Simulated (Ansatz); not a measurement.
One Ga atom on a Si site, 4x4x4 cubic cells, neutral, without spin. Cell 21.88 × 21.88 × 21.88 Å, GaSi511, 512 atoms. 

Basis: localised support functions (accuracy medium) on a full density matrix. k-points: zone centre alone; occupations: Fermi-Dirac, 0.0050 eV; spin polarisation not allowed. Spin-orbit coupling is left out.

Problem. What is the computed gap and bonding (PBE, support functions at accuracy medium on the grid of 420 eV in Ansatz, a quantum-chemistry and plane-wave program)?

Solution. 
- electronic character of the cell: no gap resolved at this smearing
- coordination (neighbours within 2.842 Å): 100.0 % 4-fold
- Ga-Si bonds, mean ± spread: 2.398 ± 0.001 Å
- Si-Si bonds, mean ± spread: 2.368 ± 0.002 Å
- bond angles, mean ± spread: 109.5° ± 0.2°
- pressure: 0.06 GPa
